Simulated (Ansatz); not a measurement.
## A computed series for CdS: thickness series

Base system: CdS in the zinc blende structure (space group F-43m, No. 216; a = 5.879 Å). Axes: x, y, z lie along the cube axes.

Free-standing slabs (2 atom(s) a layer) normal to [110] with 15 Å of vacuum; in-plane cell held at bulk.

Method: r2SCAN (Ansatz, an electronic-structure program; PAW; 500 eV plane waves; no spin-orbit coupling), earlier PAW set.

Computed cases, in order: 1 layer; 2 layers; 3 layers; 4 layers; 5 layers; 6 layers; 7 layers.

Problem. Between which two neighbouring cases does the gap turn between direct and indirect?

Solution. Between 1 layer (2.41 eV, indirect, U → Γ) and 2 layers (2.47 eV, direct at Γ). The whole series: 1 layer: 2.41 eV, indirect, U → Γ; 2 layers: 2.47 eV, direct at Γ; 3 layers: 2.16 eV, direct at Γ; 4 layers: 2.09 eV, direct at Γ; 5 layers: 1.98 eV, direct at Γ; 6 layers: 1.92 eV, direct at Γ; 7 layers: 1.86 eV, direct at Γ.

Stability against distortions was not tested. k-point labels follow each cell's own Brillouin zone.
